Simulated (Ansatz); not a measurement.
## Response to strain in AlAs

Base system: AlAs in the zinc blende structure (space group F-43m, No. 216; a = 5.675 Å). Axes: x, y, z lie along the cube axes.

Strains are applied to the cell and any free atomic positions relax; under biaxial strain the out-of-plane vector relaxes too.

The values are results of PBEsol (Ansatz, an electronic-structure program; PAW; 420 eV plane waves; spin-orbit coupling left out), not measurements.

Notes on the quantities. energy relative to the base: free energy F.

```csv
variant,smallest direct gap,gap character,band gap,shortest interatomic distance,energy relative to the base
base,1.91 eV,"indirect, Γ → X",1.34 eV,2.457 Å,0 meV/atom
"biaxial strain +3.74 %, plane normal [001], relaxed out of plane",1.39 eV,"indirect, Γ → M",0.97 eV,2.488 Å,+20 meV/atom
"biaxial strain +3.56 %, plane normal [111], relaxed out of plane",1.20 eV,"indirect, Γ → F",1.12 eV,2.462 Å,…
isotropic strain −1.79 %,2.33 eV,"indirect, Γ → X",…,2.413 Å,+16 meV/atom
tensor shear ε_yz = −0.72 %,1.84 eV,"indirect, Γ → X",1.27 eV,2.453 Å,+0.8 meV/atom
tensor shear ε_xy = −1.81 %,1.71 eV,"indirect, Γ → X",1.11 eV,…,…
```

Task: Some entries are withheld; estimate them.

Result: 
- biaxial strain +3.56 %, plane normal [111], relaxed out of plane, energy relative to the base: +27 meV/atom
- isotropic strain −1.79 %, band gap: 1.25 eV
- tensor shear ε_xy = −1.81 %, shortest interatomic distance: 2.446 Å
- tensor shear ε_xy = −1.81 %, energy relative to the base: +4.8 meV/atom

Whether these cells are dynamically stable was not tested. k-point labels follow each cell's own Brillouin zone.
